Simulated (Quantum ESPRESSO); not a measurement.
## Refining one setting for Ni7Ge4 (Imm2, 11 atoms in the cell)

```
CELL_PARAMETERS angstrom
     -1.98401     5.00094     3.41862
      1.98401    -5.00094     3.41862
      1.98401     5.00094    -3.41862
ATOMIC_POSITIONS crystal
  Ni 0.61643 0.99425 0.62218
  Ni 0.37207 0.99425 0.37782
  Ni 0.12717 0.00275 0.12442
  Ni 0.87833 0.00275 0.87558
  Ni 0.66484 0.66484 0.00000
  Ni 0.08747 0.33342 0.75405
  Ni 0.57937 0.33342 0.24595
  Ge 0.91931 0.66727 0.25204
  Ge 0.41523 0.66727 0.74796
  Ge 0.31650 0.31650 0.00000
  Ge 0.85751 0.35751 0.50000
```

Level of theory: PBEsol, PSlibrary ultrasoft (PBE) pseudopotentials (plane waves; Quantum ESPRESSO 7.5).

The starting cell comes from a database of computed structures (which also holds hypothetical and non-ambient phases and stackings), without a prior relaxation at this level. Spin polarisation is off. In the base run, with a pressure of about -5 GPa the cell is away from its equilibrium volume at this level.

Held fixed: ecutwfc = 50 Ry; ecutrho = 300 Ry; occupations = smearing; smearing = gaussian; degauss = 0.0036749 Ry; input_dft = pbesol; potentials = {Ni: Ni.pbe-n-rrkjus_psl.1.0.0.UPF, Ge: Ge.pbe-n-rrkjus_psl.1.0.0.UPF}; conv_thr = 1e-10 Ry; mixing_beta = 0.3.

ΔF is the free energy per atom less that of the last row (automatic 8 8 8 0 0 0).

```
K_POINTS               ΔF (meV/atom)  pressure (GPa)  largest force (eV/Å)  k-points  plane waves
---------------------  -------------  --------------  --------------------  --------  -----------
automatic 1 1 1 0 0 0          463.8           -1.04                 0.941         1         5479
automatic 2 2 2 0 0 0          -19.8           -5.56                 0.254         5         5502
automatic 3 3 3 0 0 0           -2.7           -4.77                 0.090         8         5484
automatic 4 4 4 0 0 0            5.2           -4.56                 0.089        18         5502
automatic 5 5 5 0 0 0          -1.02           -4.66                 0.081        27         5513
automatic 7 7 7 0 0 0           0.04           -4.66                 0.069        64         5497
automatic 8 8 8 0 0 0           0.00           -4.66                 0.074        95         5502
```

Largest force within 0.02 eV/Å of the last row: from K_POINTS = automatic 3 3 3 0 0 0 on; the one before it is off by 0.18 eV/Å. The value it settles on is 0.074 eV/Å at this level of theory and with the other settings as held.

Pressure within 0.5 GPa of the last row: from K_POINTS = automatic 3 3 3 0 0 0 on; the one before it is off by 0.90 GPa. The value it settles on is -4.7 GPa at this level of theory and with the other settings as held.
